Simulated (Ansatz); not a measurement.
# SrCl2: energy against volume

SrCl2 (fluorite, Fm-3m, 27.469 Å³/atom and stress up to 0.01 GPa in the relaxed cell, cube axes along x, y and z) under hydrostatic pressure, with the cell free. PBEsol in Ansatz, a plane-wave DFT program (PAW, default set), 420 eV, 8×8×8 Γ-centred mesh, Fermi-Dirac smearing 0.05 eV; ions are relaxed, or left where forces stay under 0.02 eV/Å, within the symmetry of each cell.

Here V stands for volume and E for E less E0.

```csv
volume (Å³/atom),E less E0 (meV/atom),pressure (GPa)
29.1654,11.12,-1.99
28.2472,2.48,-1.00
27.4692,0.00,0.00
27.2529,0.21,0.31
26.9907,1.03,0.70
26.4949,4.41,1.50
25.6766,?,?
```

Taking the third-order Birch-Murnaghan form, a cubic in V^(-2/3) for E over the 6 complete rows: With u = V^(-2/3) - 0.1095, the rows have u = -0.0039590, -0.0016840, 0.0003422, 0.0009227, 0.0016366, 0.0030188. Least squares gives E = 0.071 - 412.4·u + 607588·u² + 1715391·u³. Residuals (row less fit): 0.000, 0.000, -0.001, 0.001, -0.001, 0.000; standard error 0.001 (degrees of freedom: 2). Its minimum lies at u = 0.0003389, so V0 = (0.1098389)^(-3/2) = 27.47. There d²E/du² = 1219000 and d³E/du³ = 1.029e7, so B0 = (4/9) × 27.47^(-7/3) × 1219000 × 0.160218 = 38.1 GPa (the last factor turns the table's units into GPa), and B0' = 4 + (2/3) × 0.1098389 × (1.029e7)/1219000 = 4.6. B0' rests on the cubic coefficient alone and has a standard error of 0.1 from these residuals.

**Question.** Predict the withheld E at V = 25.6766 from the fit, and compare with the calculation.

**Answer.** u = 0.0053969, so E = 0.071 - 412.4 × 0.0053969 + 607588 × 0.0053969² + 1715391 × 0.0053969³ = 15.812 meV/atom. The calculation gives 15.78 meV/atom, 0.032 meV/atom below the prediction (0.2 % of the range of E in the table). The row lies outside the fitted rows, so this is an extrapolation. The scatter of the fitted rows lies at the last printed digit.

Other structures, which can take over under pressure, weren't tried. The same form fitted to the pressure column gives B0' = 4.6; series where the two differ by over 0.4 aren't shown. Rows are the converged runs of the series near zero and its far end, less any whose ions stayed unrelaxed beside relaxed ones; series whose fitted rows scatter by over a few per cent of the range, as at a crossing or softening among them, aren't shown in this form.
